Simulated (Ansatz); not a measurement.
## Hypothetical CdI2 type TeS2: thickness series

Base system: TeS2 in the CdI2 type structure (space group P-3m1, No. 164; a = 3.792 Å, c = 5.700 Å; a hypothetical phase, not in the database extracts checked; layered, stacked along the Cartesian z axis).

Free-standing slabs (3 atom(s) a layer) normal to the stacking axis with 15 Å of vacuum; in-plane cell relaxed.

Method: PBE-D3(BJ), PAW, 420 eV (Ansatz, a quantum-chemistry and plane-wave program; spin-orbit coupling left out).

Notes on the quantities. excess energy per area of both faces: slab less bulk energy over the cell's area: twice a surface energy; uncertain by up to 0.2 J/m²; electron mass: in plane.

| change | gap character | excess energy per area of both faces | electron mass | smallest direct gap | band gap |
|---|---|---|---|---|---|
| base | – | – | – | 0.26 eV | 0.12 eV |
| 1 layer | indirect, K–Γ (64 % along) → Γ | 0.35 J/m² | 0.15 mₑ (at Γ) | 1.37 eV | 0.65 eV |
| 2 layers | indirect, Γ–M (33 % along) → Γ | 0.4 J/m² | 0.13 mₑ (at Γ) | 0.83 eV | 0.52 eV |
| 3 layers | indirect, K → Γ | 0.4 J/m² | 0.13 mₑ (at Γ) | 0.62 eV | 0.40 eV |
| 4 layers | indirect, K → Γ | 0.4 J/m² | 0.13 mₑ (at Γ) | 0.51 eV | 0.30 eV |

The excess energy carries the mismatch between the slab's and the bulk's meshes. Spin-orbit coupling, missing from the scalar runs, can matter with Te. Masses are band curvatures over ±0.01 Å⁻¹ around the edge. Stability against distortions was not tested. A zero or small gap of TeS2 can be the functional's error rather than a property of the material.
